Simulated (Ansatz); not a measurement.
The starting structures come from a database of crystals and need not be the phases stable at ambient conditions.

By PBEsol, the system below comes out a metal.

The ballistic (Sharvin) conductance counts the channels at the Fermi level: G/A = (e²/h) × channels of both spins per area.

Data:

```
CELL_PARAMETERS angstrom
      3.66068     0.00000     0.00000
      0.00000     3.66068     0.00000
      0.00000     0.00000     3.73539
ATOMIC_POSITIONS crystal
  Cu 0.00000 0.50000 0.50000
  Cu 0.50000 0.00000 0.50000
  Cu 0.50000 0.50000 0.00000
  Au 0.00000 0.00000 0.00000
```

Space group of this cell: P4/mmm. The cell is strained (lengths across the current scaled by 0.98, ions clamped); by PBEsol its mean pressure is 4.1 GPa.

The current flows along the normal of the first two printed cell vectors, the (001) (indices of the unstrained crystal) plane of the conventional cell. No spin-orbit coupling; the value is a mean over 0.1 eV about the Fermi level.

Problem. Give the ballistic conductance per area that PBEsol run with Ansatz (a first-principles code) yields.

Solution. 0.79 × 10¹⁵ S/m² for both spins.
